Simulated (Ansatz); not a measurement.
# ZnO, response to strain

Base system: ZnO in the wurtzite structure (space group P6_3mc, No. 186; a = 3.1869 Å, c = 5.1526 Å).

Strains are applied to the cell and any free atomic positions relax.

All numbers come from LDA (Ansatz, a quantum-chemistry and plane-wave program, PAW, no spin-orbit coupling).

Notes on the quantities. pressure: mean of the normal stresses, compression positive; energy relative to the base: free energy F.

```
case                      volume per atom     pressure  energy relative to the base   electron mass
------------------------  ---------------  -----------  ---------------------------  --------------
base                             11.33 Å³     0.0 kbar                   0 meV/atom  0.15 mₑ (at Γ)
isotropic strain +0.60 %         11.54 Å³   -27.8 kbar                +1.8 meV/atom  0.14 mₑ (at Γ)
isotropic strain +1.20 %         11.74 Å³   -53.2 kbar                +7.1 meV/atom  0.14 mₑ (at Γ)
isotropic strain +1.80 %         11.95 Å³   -76.5 kbar                 +16 meV/atom  0.13 mₑ (at Γ)
isotropic strain +2.40 %         12.17 Å³   -97.8 kbar                 +27 meV/atom  0.13 mₑ (at Γ)
isotropic strain +3.00 %         12.38 Å³  -117.2 kbar                 +42 meV/atom  0.12 mₑ (at Γ)
```

The levels and masses belong to the bands next to the band gap. Masses are band curvatures over ±0.01 Å⁻¹ around the edge. Stability against distortions was not tested.
